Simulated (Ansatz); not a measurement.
Start from BAs in the zinc blende structure (space group F-43m, No. 216; a = 4.784 Å).

Calculations: Kohn–Sham DFT with the r2SCAN functional, run in Ansatz (an electronic-structure program) with PAW and 500 eV plane waves, no spin-orbit coupling.

Base values:

The density comes out as 5.20 g/cm³. The band gap is 1.38 eV and the shortest interatomic distance is 2.071 Å.

Now apply this change: a hydrostatic pressure of 15 GPa.

Q: Estimate the effect on the density, band gap and shortest interatomic distance.

A: The density grows by 0.484 g/cm³ to 5.69 g/cm³; the band gap shrinks by 0.10 eV (1.38 eV → 1.28 eV); the shortest interatomic distance drops by 0.0605 Å (2.071 Å → 2.011 Å).

Load acts through the strain it causes; cell and atoms are relaxed under it. Whether these cells are dynamically stable was not tested. No other phases were tried under pressure.
